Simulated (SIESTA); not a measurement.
A self-consistent single point of a sheet of TiTe2 (3 atoms in the cell) with SIESTA.

Method of the run: LDA PW92, numerical atomic orbitals DZP, PseudoDojo LDA standard norm-conserving potentials (rewritten from UPF to PSML) run with SIESTA 5.4.2.

```yaml
crystal:
  lattice:
    - [3.87702, 0.00000, 0.00000]
    - [-1.93851, 3.35759, 0.00000]
    - [0.00000, 0.00000, 17.17063]
  atoms:
    - { symbol: Ti, position: [0.00000, 0.00000, 0.50000] }
    - { symbol: Te, position: [0.33333, 0.66667, 0.59233] }
    - { symbol: Te, position: [0.66667, 0.33333, 0.40767] }
```

Reference input (self-consistent single point, DFT, GGA PBE, numerical atomic orbitals DZP, PseudoDojo PBE standard norm-conserving potentials (rewritten from UPF to PSML)): XC.functional = GGA; XC.authors = PBE; potentials = PseudoDojo PBE standard; PAO.BasisSize = DZP; PAO.EnergyShift = 0.01 Ry; MeshCutoff = 300 Ry; kgrid.MonkhorstPack = 5 5 1; OccupationFunction = MP; OccupationMPOrder = 0; ElectronicTemperature = 100 meV; MaxSCFIterations = 150; SCF.Mixer.Method = Broyden. This run's input differs from it in these lines:

```diff
@@ -1,2 +1,2 @@
-# files in the folder: Ti.psml Te.psml (PseudoDojo PBE standard)
+# files in the folder: Ti.psml Te.psml (PseudoDojo LDA standard)
 SystemName  TiTe2
@@ -23,4 +23,4 @@
 
-XC.functional                GGA
-XC.authors                   PBE
+XC.functional                LDA
+XC.authors                   PW92
 PAO.BasisSize                DZP
```

The program printed (abridged):

```
        iscf     Eharris(eV)        E_KS(eV)     FreeEng(eV)     dDmax    Ef(eV) dHmax(eV)
   scf:    1    -7290.395624    -7299.200839    -7299.211847  1.743671 -3.383062 15.592837
   scf:    2    -7264.809707    -7294.077117    -7294.094264  0.646064 -5.256107 19.827388
   scf:    3    -7299.715841    -7303.304751    -7303.317098  0.480490 -4.125740  5.162049
   scf:    4    -7302.950615    -7303.642842    -7303.655912  0.144437 -4.706170  2.663948
   scf:    5    -7303.082357    -7303.658612    -7303.671004  0.063197 -4.377931  2.799374
   scf:    6    -7303.856448    -7303.820055    -7303.832654  0.036934 -4.564309  0.153796
   scf:    7    -7303.818567    -7303.820255    -7303.832905  0.002853 -4.579592  0.153524
   scf:    8    -7303.820840    -7303.820590    -7303.833232  0.002337 -4.568756  0.080230
   scf:    9    -7303.820748    -7303.820728    -7303.833360  0.001494 -4.561175  0.001352
   scf:   10    -7303.820727    -7303.820727    -7303.833360  0.000030 -4.561009  0.000800
SCF Convergence by DM+H criterion
max |DM_out - DM_in|         :     0.0000299500
max |H_out - H_in|      (eV) :     0.0007999888
SCF cycle converged after 10 iterations

Using DM_out to compute the final energy and forces

siesta: E_KS(eV) =            -7303.8207

siesta: E_KS - E_eggbox =     -7303.8207

siesta: Atomic forces (eV/Ang):
     1    0.000000   -0.000000   -0.000000
     2    0.000011   -0.000006    0.358044
     3   -0.000011    0.000006   -0.358044
   Tot    0.000000   -0.000000    0.000000
   Max    0.358044
   Res    0.168784    sqrt( Sum f_i^2 / 3N )
   Max    0.358044    constrained

Stress tensor Voigt[x,y,z,yz,xz,xy] (kbar):       18.89       18.89       -8.13        0.00       -0.00        0.00
(Free)E + p*V (eV/cell)    -7305.2117
Target enthalpy (eV/cell)    -7303.8334

   [... lines left out ...]
siesta: FreeEng =     -7303.833360
siesta: Cell volume =        223.517867 Ang**3
siesta:          -9.87978574        -12.59214930  kBar
   [... lines left out ...]

              0.039   0.051

mulliken: Qtot =       44.000

Mulliken Atomic Populations:
Atom #   charge [q] valence [e]  Species
     1    -0.001157   12.001157  Ti
     2     0.000578   15.999422  Te
     3     0.000578   15.999422  Te
 Total     0.000000

siesta: Electric dipole (a.u.)  =   -0.000000   -0.000000   -0.000000
siesta: Electric dipole (Debye) =   -0.000000   -0.000000   -0.000000
```

The run converged in 10 iterations. Against the reference run the largest force goes from 0.932 to 0.358 eV/Å.

The starting cell was generated: these elements placed on a structure prototype, without a prior relaxation; it need not be a known phase or ordering of this composition. Its lattice was rescaled in the plane by a random factor within 2.5 % of one. Spin polarisation is off, so a magnetic state, if there is one, cannot be reached. Values carry the incompleteness of an atom-centred basis.
